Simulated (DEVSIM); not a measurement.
DEVSIM, 1D drift-diffusion, Boltzmann statistics, complete ionisation; no tunnelling, impact ionisation, image-force lowering or self-heating. Metal contacts follow the ideal Schottky-Mott rule: no Fermi-level pinning, no interface dipoles.

System: Schottky contact on n-type β-Ga2O3, at 300 K.

```
layer (left to right)  material  thickness (μm)  Nd (cm⁻³)  τn (s)  τp (s)
---------------------  --------  --------------  ---------  ------  ------
1                       β-Ga2O3           0.650     8.1e16  4.2e-9  4.2e-9
```

Left contact: Schottky, work function 5.57 eV, emission velocity 2.2e6 cm/s. Right contact: ohmic. Voltage is applied to the left contact. Recombination: SRH at mid-gap, Auger. Mobility is constant in doping. Where it depends on doping, it is μmin + (μ − μmin)/(1 + (N/Nref)^α).

Constants are typed, rounded textbook-type inputs, not results; the design itself was drawn at random and stands for no fabricated device. Values at 300 K; Nc and Nv go as T^1.5, mobilities as T to minus their exponent, the gap by Varshni's rule with the affinity fixed. The table also holds parameters that only a changed run uses.

```csv
parameter,β-Ga2O3
gap (eV),4.8
affinity (eV),4
permittivity,10
Nc (cm⁻³),3.7e18
Nv (cm⁻³),5e20
μn (cm²/Vs),160
μp (cm²/Vs),1
"μn,min",20
"μp,min",0.1
"Nref,n",1e18
"Nref,p",1e18
αn,0.8
αp,0.8
T exponent of μn,1.8
T exponent of μp,1.5
Cn (cm⁶/s),1e-31
Cp (cm⁶/s),1e-31
Varshni α (eV/K),0.0004
Varshni β (K),600
```

One input was changed, with this effect: potential step across the device at zero bias 1.471 → 1.448 V; dark forward voltage at 1 A/cm² 1.210 → 1.144 V; dark forward voltage at 100 A/cm² 1.335 → 1.291 V; largest field in the device at zero bias little changed (200000 V/cm).

### Question
Which change was it?
A. metal work function 5.57 → 5.77 eV
B. minority lifetime in layer 1 4.2e-09 → 1.3e-10 s
C. temperature 300 → 350 K
D. doping Nd of layer 1 8.1e+16 → 2.4e+15 cm^-3
E. doping-dependent mobility in place of the constant one
F. Auger recombination switched off
G. thickness of layer 1 0.65 → 0.39 μm
H. metal work function 5.57 → 5.67 eV

### Answer
C, temperature 300 → 350 K
